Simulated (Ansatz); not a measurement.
## SnO: pressure series

Take SnO in the litharge type structure (space group P4/nmm, No. 129; layered, stacked along the Cartesian z axis) as the base.

```
CELL_PARAMETERS angstrom
      3.79274     0.00000     0.00000
      0.00000     3.79274     0.00000
      0.00000     0.00000     4.76440
ATOMIC_POSITIONS crystal
  Sn 0.50000 0.00000 0.24062
  Sn 0.00000 0.50000 0.75938
  O  0.00000 0.00000 0.00000
  O  0.50000 0.50000 0.00000
```

Cell and atoms are relaxed at each pressure.

Method: r2SCAN+rVV10 (Ansatz, a quantum-chemistry and plane-wave program), no SOC, earlier PAW set.

Computed cases, in order: pressure −2 GPa; pressure −1 GPa; 0 GPa (base); pressure 0.9 GPa; pressure 2.1 GPa; pressure 4.5 GPa; pressure 9 GPa; pressure 15 GPa; pressure 22.5 GPa; pressure 30 GPa.

Problem. Between which two neighbouring cases does the band gap open or close?

Solution. Between pressure −1 GPa (0.26 eV) and 0 GPa (base) (zero). The whole series: pressure −2 GPa: 0.79 eV; pressure −1 GPa: 0.26 eV; 0 GPa (base): zero; pressure 0.9 GPa: zero; pressure 2.1 GPa: zero; pressure 4.5 GPa: zero; pressure 9 GPa: zero; pressure 15 GPa: zero; pressure 22.5 GPa: zero; pressure 30 GPa: zero.

The mesh was chosen for an insulator and is coarse for the gapless case. Load acts through the strain it causes; cell and atoms are relaxed under it. No phonon test of stability was made. No other phases were tried under pressure. All final runs are without spin polarisation. A zero or small gap of SnO can be the functional's error rather than a property of the material.
